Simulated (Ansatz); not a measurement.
Take BaTiO₃ in the cubic perovskite structure (space group Pm-3m, No. 221) as the base.

Levels (all Ansatz, an electronic-structure program, PAW): PBE (420 eV, no spin-orbit coupling); r2SCAN (500 eV, without spin-orbit coupling).

Levels that relaxed their own cell: PBE and r2SCAN.

Measured: band gap 3.2 eV (temperature not stated; as listed in Yu-ichiro Matsushita, Kazuma Nakamura, Atsushi Oshiyama, Physical Review B (2011)).

Question: What do the calculations give for these quantities, and how do they miss?

Answer: 
| level | band gap |
|---|---|
| PBE | 1.78 eV |
| r2SCAN | 2.17 eV |

Computed minus measured — band gap: PBE -1.42 eV, r2SCAN -1.03 eV (closest: r2SCAN). Measured values not marked as corrected hold thermal and zero-point effects that the static-lattice runs lack. A measured gap can be an optical one, lowered by exciton binding. Levels without spin-orbit coupling miss its effect on the gap.

No phonon test of stability was made. The final runs are not spin-polarised. This is not the structure that BaTiO3 has at room temperature and ambient pressure.
